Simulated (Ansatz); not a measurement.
# Band gap of BN (model structure, P6₂22, No. 180, 6 atoms in the cell) at several levels of theory

No measured value is used here.

| level (code) | value (eV) | cell (Å³/atom) |
|---|---|---|
| LDA (Ansatz) | 3.65 (indirect) | 5.52 |
| PBEsol (Ansatz) | ___ | 5.64 |
| r²SCAN+rVV10 (Ansatz) | ___ | 5.67 |
| dielectric-dependent PBEsol hybrid (Ansatz) | 4.91 (indirect) | 5.64 |
| HSE06 (Ansatz) | 5.02 (indirect) | 5.64 |
| PBE0 (Ansatz) | 5.77 (indirect) | 5.64 |
| r²SCAN0 (Ansatz) | 6.10 (indirect) | 5.64 |

Fill in the missing entries.


- PBEsol (Ansatz, an electronic-structure program), value (eV): 3.60 (indirect)
- r²SCAN+rVV10 (Ansatz), value (eV): 4.22 (indirect)

Computed values are for a static lattice.  Values are at the PBE-D3(BJ) cell; LDA at the level's own equilibrium cell; PBEsol at the level's own equilibrium cell; r²SCAN+rVV10 at the level's own relaxed cell. Cutoffs and k meshes differ between the levels. Ansatz's density-functional and Hartree–Fock values are scalar-relativistic unless marked +SOC, with PAW data made under PBE.

A model structure was made by putting elements into a prototype or built by hand; it is no filed structure, need not be a known phase, and can be a saddle point held by its symmetry.
